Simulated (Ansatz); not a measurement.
Si: band gap against strain

Si (diamond, Fd-3m, 20.054 Å³/atom at rest) under an equal strain ε in the (111) plane with the normal axis free, as in a coherent film. PBEsol in Ansatz, a plane-wave DFT program (PAW, default set), 420 eV, 11×11×11 Γ-centred mesh, Fermi-Dirac smearing 0.05 eV; ions are relaxed within the symmetry of each cell. Gaps are the smallest over the k-mesh and a band path, without spin-orbit coupling; in all rows the valence edge lies at Γ and the conduction edge at about 1.0 Å⁻¹ from Γ.

Here s stands for strain and Eg for gap.

```
strain (%)  gap (eV)
----------  --------
0.00            0.47
0.42            0.44
0.83            0.41
1.25            0.38
2.50               ?
```

Fit Eg of the 4 rows that show it with a straight line. Means: s 0.62500, Eg 0.425. About the means, the sum of products is -0.062400 and the sum of squares of s is 0.86530; the slope is their ratio. Least squares gives Eg = 0.470 - 0.0721·s. Residuals (row less fit): 0.000, 0.000, 0.000, 0.000; standard error 0.000 (degrees of freedom: 2). Over these rows the gap moves by -7.2 ± 0.3 eV per unit strain.

### Question
Estimate the missing Eg (s = 2.50); what did the run itself give?

### Answer
Eg = 0.470 - 0.0721 × 2.50 = 0.290 eV. The calculation gives 0.29 eV, which the fit meets to the printed digits. The row lies outside the fitted rows, so this is an extrapolation. The fitted rows scatter only by rounding.

Rows are the converged runs of the series near zero and its far end; series whose fitted rows scatter by over a few per cent of the range, as at a crossing or softening among them, aren't shown in this form. Most that stay on the fit to the last digits aren't either.
